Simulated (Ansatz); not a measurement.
The starting structures come from a database of crystals and need not be the phases stable at ambient conditions.

Data:

```
CELL_PARAMETERS angstrom
      3.85746     0.00000     0.00000
      0.00000     5.62346     0.00000
      1.92873    -2.81173     5.83371
ATOMIC_POSITIONS crystal
  Ga 0.33990 0.66912 0.32020
  Ga 0.66010 0.34892 0.67980
  Se 0.83879 0.39764 0.32242
  Se 0.16121 0.07522 0.67758
  Se 0.50000 0.75911 0.00000
```

Space group of this cell: Imm2. The cell is taken as given.

Transport runs along the normal of the first two printed cell vectors.

The gap is the functional's own. No spin-orbit coupling. Mid-gap values are interpolated on the energy grid.

Give the band gap and the smallest decay constant κ at mid-gap that Ansatz (a program for electronic structure) with PBEsol yields.

Gap 0.54 eV on a 8×8×8 mesh; κ = 0.095 1/Å, at the zone centre.
